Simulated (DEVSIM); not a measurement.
Device: abrupt GaAs p-n junction, at 300 K.

| layer (left to right) | material | thickness (μm) | Nd (cm⁻³) | Na (cm⁻³) | τn (s) | τp (s) |
|---|---|---|---|---|---|---|
| 1 | GaAs | 0.750 | - | 9.1e17 | 3e-8 | 3e-8 |
| 2 | GaAs | 0.860 | 1.2e16 | - | 3e-8 | 3e-8 |

Left contact: ohmic. Right contact: ohmic. Voltage is applied to the left contact. Recombination: SRH at mid-gap, radiative. Mobility is constant in doping.

Constants are typed, rounded textbook-type inputs, not results; the design itself was drawn at random and stands for no fabricated device. Values at 300 K.

```
parameter        GaAs
-------------  ------
gap (eV)        1.424
affinity (eV)    4.07
permittivity     12.9
Nc (cm⁻³)      4.7e17
Nv (cm⁻³)        9e18
μn (cm²/Vs)      8500
μp (cm²/Vs)       400
B (cm³/s)       2e-10
```

DEVSIM, 1D drift-diffusion, Boltzmann statistics, complete ionisation; no tunnelling, impact ionisation, image-force lowering or self-heating.

### Question
Tabulate band edges, carrier densities and field at zero bias.

### Answer
Energies count from the Fermi level of the right contact; mesh points crowd at the junctions.

```tsv
x (μm)	Ec (eV)	Ev (eV)	n (cm⁻³)	p (cm⁻³)	field (V/cm)
0.000	1.365	-0.059	< 1e2	9.1e17	≈ 0
0.01651	1.365	-0.059	< 1e2	9.1e17	≈ 0
0.04362	1.365	-0.059	< 1e2	9.1e17	≈ 0
0.08388	1.365	-0.059	< 1e2	9.1e17	≈ 0
0.1839	1.365	-0.059	< 1e2	9.1e17	≈ 0
0.3185	1.365	-0.059	< 1e2	9.1e17	≈ 0
0.4915	1.365	-0.059	< 1e2	9.1e17	≈ 0
0.6271	1.365	-0.059	< 1e2	9.1e17	≈ 0
0.6852	1.365	-0.059	< 1e2	9.1e17	≈ 0
0.7206	1.365	-0.059	< 1e2	9.1e17	-210
0.7409	1.357	-0.067	< 1e2	6.8e17	-16000
0.7605	1.250	-0.174	< 1e2	1.1e16	-62000
0.7840	1.110	-0.314	< 1e2	4.8e13	-58000
0.8225	0.900	-0.524	360	1.4e10	-51000
0.9131	0.505	-0.919	1.5e9	3300	-36000
1.036	0.191	-1.233	3.0e14	< 1e2	-15000
1.230	0.096	-1.328	1.1e16	< 1e2	-320
1.380	0.095	-1.329	1.2e16	< 1e2	≈ 0
1.503	0.095	-1.329	1.2e16	< 1e2	≈ 0
1.555	0.095	-1.329	1.2e16	< 1e2	≈ 0
1.587	0.095	-1.329	1.2e16	< 1e2	≈ 0
1.610	0.095	-1.329	1.2e16	< 1e2	≈ 0
```
